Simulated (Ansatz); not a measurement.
An Ansatz (a quantum-chemistry and plane-wave program) input (DFT with LDA, PAW potentials and a 420 eV plane-wave cutoff in Ansatz, without spin-orbit coupling):

Ansatz 0.2 input:
```yaml
crystal:
  lattice:
    - [0, 2.3382220409, 2.3382220409]
    - [2.3382220409, 0, 2.3382220409]
    - [2.3382220409, 2.3382220409, 0]
  atoms:
    - { symbol: Be, position: [0, 0, 0] }
    - { symbol: S, position: [0.25, 0.25, 0.25] }
basis: { ecutwfc: 420, ecutrho_ratio: 4, xc_grid: 2, fft_grid_basis: typed }
kpoints: { mp_grid: { grid: [12, 12, 12] } }
hamiltonian:
  xc: lda
  dispersion: none
  pseudopotentials: { kind: paw }
scf: { occupations: { method: fermi_dirac, width: 0.05 }, convergence: { dr2_threshold: 0.0000000002 } }
relax: { f_tol: 0.005, max_steps: 50 }
output: { forces: true, stress: true }
checkpoint: { write: state.ck, write_every: 1000 }
```

**Question.** Which symmetry and how many k-points will the program report, and about how many plane waves at Γ?

**Answer.** Space group F-43m (ITA 216) with 24 operations, k-points 72 of 1728, and 531 plane waves at Γ.

**Question.** And the final pressure?

**Answer.** 8.95 GPa (compression positive).

The cells carry an imposed strain or load. Whether these cells are dynamically stable was not tested. The cell was made from BeS in the zinc blende structure (space group F-43m, No. 216) by this change: isotropic strain −2.50 %.
